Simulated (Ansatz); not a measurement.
Consider the following.

```
CELL_PARAMETERS angstrom
      0.00000     5.33825     5.33825
      5.33825     0.00000     5.33825
      5.33825     5.33825     0.00000
ATOMIC_POSITIONS crystal
  Ba 0.25000 0.25000 0.25000
  Ba 0.75000 0.75000 0.75000
  Ta 0.50000 0.50000 0.50000
  Bi 0.00000 0.00000 0.00000
  Se 0.26181 0.73819 0.73819
  Se 0.73819 0.26181 0.26181
  Se 0.73819 0.26181 0.73819
  Se 0.26181 0.73819 0.26181
  Se 0.73819 0.73819 0.26181
  Se 0.26181 0.26181 0.73819
```

No spin polarisation.

Computed with Ansatz (a first-principles code) r2SCAN, scalar-relativistic without spin-orbit coupling. Γ-centred 6×6×6 mesh, Fermi–Dirac width 0.05 eV.

Q: Predict the smallest direct gap and width of the top valence band.

A: 
```json
{
  "smallest_direct_gap": "0.90 eV",
  "width_of_the_top_valence_band": "0.68 eV"
}
```

Spin-orbit coupling, missing from the scalar runs, can matter with Bi and Ta. No phonon test of stability was made. The cell was made from Ba2TaBiO6 by this change: O → Se; the result is a hypothetical phase, not in the database extracts checked.
